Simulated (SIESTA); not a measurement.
Input and output of a self-consistent single point for SrAlGe (P-6m2, 3 atoms in the cell) (SIESTA)

Computed with GGA PBEsol, numerical atomic orbitals TZP, PseudoDojo PBEsol standard norm-conserving potentials (rewritten from UPF to PSML) (SIESTA).

The input file:

```
# files in the folder: Sr.psml Al.psml Ge.psml (PseudoDojo PBEsol standard)
SystemName  SrAlGe
SystemLabel SrAlGe

NumberOfAtoms                3
NumberOfSpecies              3
%block ChemicalSpeciesLabel
  1 38 Sr
  2 13 Al
  3 32 Ge
%endblock ChemicalSpeciesLabel
LatticeConstant              1.0 Ang
%block LatticeVectors
     4.377295000    0.000000000    0.000000000
    -2.188647000    3.790848000    0.000000000
     0.000000000    0.000000000    4.868866000
%endblock LatticeVectors
AtomicCoordinatesFormat      Bohr
%block AtomicCoordinatesAndAtomicSpecies
     0.000000000    0.000000000    0.000000000  1
     4.135948809    2.387885779    4.600411639  2
    -0.000003506    4.775778721    4.600411639  3
%endblock AtomicCoordinatesAndAtomicSpecies

XC.functional                GGA
XC.authors                   PBEsol
PAO.BasisSize                TZP
PAO.EnergyShift              0.005 Ry
MeshCutoff                   300 Ry
%block kgrid.MonkhorstPack
    9   0   0  0.0
    0   9   0  0.0
    0   0   7  0.0
%endblock kgrid.MonkhorstPack
OccupationFunction           MP
OccupationMPOrder            0
ElectronicTemperature        200.0 meV

MaxSCFIterations             150
SCF.Mixer.Method             Pulay
SCF.Mixer.Weight             0.2
SCF.Mixer.History            6
SCF.DM.Tolerance             1.0E-05
Diag.ParallelOverK           true
WriteForces                  true
```

Output (repeated stretches shortened):

```
reinit: Reading from file input.fdf

reinit: System Name: SrAlGe
reinit: System Label: SrAlGe

coor:   Atomic-coordinates input format  =     Cartesian coordinates
coor:                                            (in Bohr units)

siesta: Atomic coordinates (Bohr) and species
siesta:      0.00000   0.00000   0.00000  1        1
siesta:      4.13595   2.38789   4.60041  2        2
siesta:     -0.00000   4.77578   4.60041  3        3

siesta: System type = bulk

initatomlists: Number of atoms, orbitals, and projectors:      3    49    54

siesta: ******************** Simulation parameters ****************************
redata: Spin configuration                          = none
redata: Time-Reversal Symmetry                      = T
redata: Number of Atomic Species                    =        3
redata: Mesh Cutoff                                 =   300.0000 Ry
redata: Net charge of the system                    =     0.0000 |e|
redata: Min. number of SCF Iter                     =        0
redata: Max. number of SCF Iter                     =      150
redata: SCF convergence failure will abort job
redata: SCF mix quantity                            = Hamiltonian
redata: Mix DM or H after convergence               =   F
redata: Recompute H after scf cycle                 =   F
redata: Mix DM in first SCF step                    =   T
redata: No kicks to SCF
redata: DM Mixing Weight for Kicks                  =     0.5000
redata: Require Harris convergence for SCF          =   F
redata: Harris energy tolerance for SCF             =     0.000100 eV
redata: Require DM convergence for SCF              =   T
redata: DM tolerance for SCF                        =     0.000010
redata: Require EDM convergence for SCF             =   F
redata: EDM tolerance for SCF                       =     0.001000 eV
redata: Require H convergence for SCF               =   T
redata: Hamiltonian tolerance for SCF               =     0.001000 eV
redata: Require (free) Energy convergence for SCF   =   F
redata: (free) Energy tolerance for SCF             =     0.000100 eV
redata: Using DFT-D3 dispersion                     =   F
redata: Using Saved Data (generic)                  =   F
redata: Method of Calculation                       = Diagonalization
redata: Electronic Temperature                      =  2320.9036 K
redata: Number of TDED substeps                     =        3
redata: Dynamics option                             = Single-point calculation
redata: Save all siesta data in one NC              =   F
redata: ***********************************************************************

%block SCF.Mixers
  Pulay
%endblock SCF.Mixers

%block SCF.Mixer.Pulay
  # Mixing method
  method pulay
  variant stable

  # Mixing options
  weight 0.2000
  weight.linear 0.2000
  history 6
%endblock SCF.Mixer.Pulay

DM_history_depth set to one: no extrapolation allowed by default for geometry relaxation
Size of DM history Fstack: 1
Total number of electrons:    27.000000
Total ionic charge:    27.000000

* ProcessorY, Blocksize:    1  50

* Orbital distribution balance (max,min):    49    49

 Kpoints in:          315 . Kpoints trimmed:          284

siesta: k-grid: Number of k-points = 284
siesta: k-points from Monkhorst-Pack grid
siesta: k-cutoff (effective) =    17.041 Ang
siesta: k-point supercell and displacements
siesta: k-grid:     9     0     0      0.000
siesta: k-grid:     0     9     0      0.000
siesta: k-grid:     0     0     7      0.000

diag: Algorithm                                     = D&C
diag: Parallel over k                               =   F
diag: Use parallel 2D distribution                  =   F
diag: Parallel block-size                           = 50
diag: Parallel distribution                         =     1 x     1
diag: Used triangular part                          = Lower
diag: Absolute tolerance                            =  0.100E-15
diag: Orthogonalization factor                      =  0.100E-05
diag: Memory factor                                 =  1.0000

superc: Internal auxiliary supercell:     7 x     7 x     5  =     245
superc: Number of atoms, orbitals, and projectors:    735  12005  13230

                        Single-point calculation

superc: Internal auxiliary supercell:     7 x     7 x     5  =     245
superc: Number of atoms, orbitals, and projectors:    735  12005  13230

outcell: Unit cell vectors (Ang):
        4.377295    0.000000    0.000000
       -2.188647    3.790848    0.000000
        0.000000    0.000000    4.868866

outcell: Cell vector modules (Ang)   :    4.377295    4.377294    4.868866
outcell: Cell angles (23,13,12) (deg):     90.0000     90.0000    120.0000
outcell: Cell volume (Ang**3)        :     80.7923
new_DM -- step:     1
Initializing Density Matrix...

Attempting to read DM from file... Failed...
DM filled with atomic data:

InitMesh: MESH = 40 x 40 x 54 = 86400
InitMesh: Mesh cutoff (required, used) =   300.000   307.715 Ry

stepf: Methfessel-Paxton step function
       Using Hermite-Gauss polynomials of order  0

        iscf     Eharris(eV)        E_KS(eV)     FreeEng(eV)     dDmax    Ef(eV) dHmax(eV)
   scf:    1    -3412.438354    -3420.212659    -3420.239375  2.870456 -4.378736  2.803066
   scf:    2    -3420.415860    -3420.319938    -3420.345501  0.097287 -4.331892  1.924473
   scf:    3    -3420.442205    -3420.392857    -3420.416947  0.142161 -4.261325  0.539081
   scf:    4    -3420.401781    -3420.398085    -3420.422305  0.028133 -4.247099  0.067799
   scf:    5    -3420.398306    -3420.398212    -3420.422455  0.004744 -4.248662  0.032082
   scf:    6    -3420.398221    -3420.398221    -3420.422470  0.003426 -4.249337  0.013388
   scf:    7    -3420.398259    -3420.398241    -3420.422477  0.001309 -4.249012  0.001679
   scf:    8    -3420.398243    -3420.398242    -3420.422477  0.000193 -4.248829  0.000124
   scf:    9    -3420.398242    -3420.398242    -3420.422477  0.000006 -4.248823  0.000028

SCF Convergence by DM+H criterion
max |DM_out - DM_in|         :     0.0000060158
max |H_out - H_in|      (eV) :     0.0000276951
SCF cycle converged after 9 iterations

Using DM_out to compute the final energy and forces

siesta: E_KS(eV) =            -3420.3982

siesta: E_KS - E_eggbox =     -3420.3982

siesta: Atomic forces (eV/Ang):
     1    0.000063   -0.000036    0.000000
     2   -0.000383    0.000222   -0.000000
     3    0.000324   -0.000190   -0.000000
   Tot    0.000003   -0.000003   -0.000000
   Max    0.000383
   Res    0.000195    sqrt( Sum f_i^2 / 3N )
   Max    0.000383    constrained

Stress tensor Voigt[x,y,z,yz,xz,xy] (kbar):        0.87        1.22       -8.30        0.00       -0.00        0.30
(Free)E + p*V (eV/cell)    -3420.3181
Target enthalpy (eV/cell)    -3420.4225

siesta: Program's energy decomposition (eV):
siesta: Ebs     =      -589.336344
siesta: Eions   =      4307.843779
siesta: Ena     =       753.475965
siesta: Ekin    =      2088.397422
siesta: Enl     =     -1129.735526
siesta: Eso     =         0.000000
siesta: Edftu   =         0.000000
siesta: DEna    =        16.242711
siesta: DUscf   =         0.499437
siesta: DUext   =         0.000000
siesta: Ex      =      -785.269715
siesta: Ec      =       -56.164756
siesta: Exc     =      -841.434472
siesta: Eharris =     -3420.398242
siesta: Etot    =     -3420.398242
siesta: FreeEng =     -3420.422477

siesta: Stress tensor (static) (eV/Ang**3):
siesta:     0.000545    0.000186   -0.000000
siesta:     0.000186    0.000759    0.000000
siesta:    -0.000000    0.000000   -0.005182

siesta: Cell volume =         80.792307 Ang**3

siesta: Pressure (static):
siesta:                Solid            Molecule  Units
siesta:           0.00001408          0.00001412  Ry/Bohr**3
siesta:           0.00129249          0.00129676  eV/Ang**3
siesta:           2.07079199          2.07763641  kBar
```

The run converged in 9 iterations.

The starting cell comes from a database of computed structures (which also holds hypothetical and non-ambient phases and stackings), without a prior relaxation at this level. Its lattice was rescaled by a random factor within 2.5 % of one. Values carry the incompleteness of an atom-centred basis.

Cost on one core of a shared machine: roughly 50 s.
